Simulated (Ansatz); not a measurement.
Take FeNi₃ in the Cu3Au type structure (space group Pm-3m, No. 221; a = 3.5143 Å; ferromagnetic) as the base.

Level of theory: Ansatz (a program for electronic structure) r2SCAN, without spin-orbit coupling.

One change was made to it. Results:

The magnetic state is still ferromagnetic; the shortest interatomic distance decreases by 0.003 Å to 2.482 Å.

**Question.** Which of these changes matches the shifts?
A. pressure 5 GPa
B. pressure 7.5 GPa
C. pressure 0.7 GPa
D. pressure 10 GPa

**Answer.** C, pressure 0.7 GPa. For comparison, the shortest interatomic distance in the other runs: pressure 7.5 GPa gives 2.458 Å; pressure 5 GPa gives 2.466 Å; pressure 10 GPa gives 2.450 Å.

Other magnetic orders, which the real material may have, were not ruled out. Load acts through the strain it causes; cell and atoms are relaxed under it. No phonon test of stability was made. No other phases were tried under pressure.
